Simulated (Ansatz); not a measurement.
**TiSe2: pressure series**

The reference is TiSe$_{2}$ in the CdI2 type structure (space group P-3m1, No. 164; layered, stacked along the Cartesian z axis).

```xyz
3
Lattice="3.4810 0.0000 0.0000 -1.7405 3.0147 0.0000 0.0000 0.0000 5.8719" Properties=species:S:1:pos:R:3 pbc="T T T"
Ti     0.0000     0.0000     0.0000
Se     1.7405     1.0049     1.5540
Se     0.0000     2.0098     4.3179
```

Cell and atoms are relaxed at each pressure.

Computed with Ansatz (a program for electronic structure) PBE-D3(BJ), scalar-relativistic without spin-orbit coupling.

Notes on the quantities. enthalpy: H = E + PV relative to the base's energy.

```tsv
variant	enthalpy	shortest interatomic distance	c/a ratio
base	–	254.0 pm	1.687
pressure −2 GPa	-0.26 eV/atom	255.7 pm	1.754
pressure −1 GPa	-0.13 eV/atom	254.8 pm	1.705
pressure 1.8 GPa	+0.23 eV/atom	252.8 pm	1.670
pressure 4.2 GPa	+0.52 eV/atom	251.4 pm	1.660
pressure 9 GPa	+1.07 eV/atom	248.9 pm	1.657
pressure 18 GPa	+2.04 eV/atom	245.2 pm	1.668
pressure 30 GPa	+3.22 eV/atom	241.5 pm	1.689
pressure 45 GPa	+4.60 eV/atom	237.8 pm	1.716
pressure 60 GPa	+5.89 eV/atom	234.9 pm	1.739
```

Load acts through the strain it causes; cell and atoms are relaxed under it. Whether these cells are dynamically stable was not tested. Competing high-pressure phases were not computed. The final runs are not spin-polarised.
